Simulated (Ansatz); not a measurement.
# TiTe2 (model structure, started from the 3R-MoS2 type, R3m, No. 160, 3 atoms in the cell): properties by level of theory

```json
[
 {"level (code)": "PBE (Ansatz)", "lattice parameter a (Å)": "3.763", "lattice parameter c (Å)": "21.047", "formation enthalpy (eV/atom)": "-0.600"},
 {"level (code)": "PBEsol (Ansatz)", "lattice parameter a (Å)": "3.693", "lattice parameter c (Å)": "19.790", "formation enthalpy (eV/atom)": "-0.607"},
 {"level (code)": "PBE-D3(BJ) (Ansatz)", "lattice parameter a (Å)": "3.694", "lattice parameter c (Å)": "19.626", "formation enthalpy (eV/atom)": "-0.588"}
]
```

Ansatz's density-functional and Hartree–Fock values are scalar-relativistic unless marked +SOC, with PAW data made under PBE.

The computed numbers hold no vibrational or temperature effects.

A model structure was made by putting elements into a prototype or built by hand; it is no filed structure, need not be a known phase, and can be a saddle point held by its symmetry.

Ansatz is a first-principles code.
